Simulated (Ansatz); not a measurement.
MgO: response to strain

Start from MgO in the rock salt structure (space group Fm-3m, No. 225; a = 4.204 Å). Axes: x, y, z lie along the cube axes.

Strains are applied to the cell and any free atomic positions relax; under biaxial strain the out-of-plane vector relaxes too.

All numbers come from Kohn–Sham DFT with the r2SCAN functional, run in Ansatz (an electronic-structure program) with PAW and 500 eV plane waves, without spin-orbit coupling.

Notes on the quantities. energy relative to the base: free energy F.

```json
[
 {"change": "base", "ratio −ε⊥/ε∥": "–", "energy relative to the base": "0 meV/atom"},
 {"change": "biaxial strain +0.50 %, plane normal [001], relaxed out of plane", "ratio −ε⊥/ε∥": "–", "energy relative to the base": "+0.5 meV/atom"},
 {"change": "biaxial strain +1.00 %, plane normal [001], relaxed out of plane", "ratio −ε⊥/ε∥": "0.59", "energy relative to the base": "+1.9 meV/atom"},
 {"change": "biaxial strain +1.50 %, plane normal [001], relaxed out of plane", "ratio −ε⊥/ε∥": "0.59", "energy relative to the base": "+4.3 meV/atom"},
 {"change": "biaxial strain +2.00 %, plane normal [001], relaxed out of plane", "ratio −ε⊥/ε∥": "0.58", "energy relative to the base": "+7.5 meV/atom"},
 {"change": "biaxial strain +2.50 %, plane normal [001], relaxed out of plane", "ratio −ε⊥/ε∥": "0.57", "energy relative to the base": "+11 meV/atom"},
 {"change": "biaxial strain +3.00 %, plane normal [001], relaxed out of plane", "ratio −ε⊥/ε∥": "0.56", "energy relative to the base": "+16 meV/atom"}
]
```

No phonon test of stability was made.
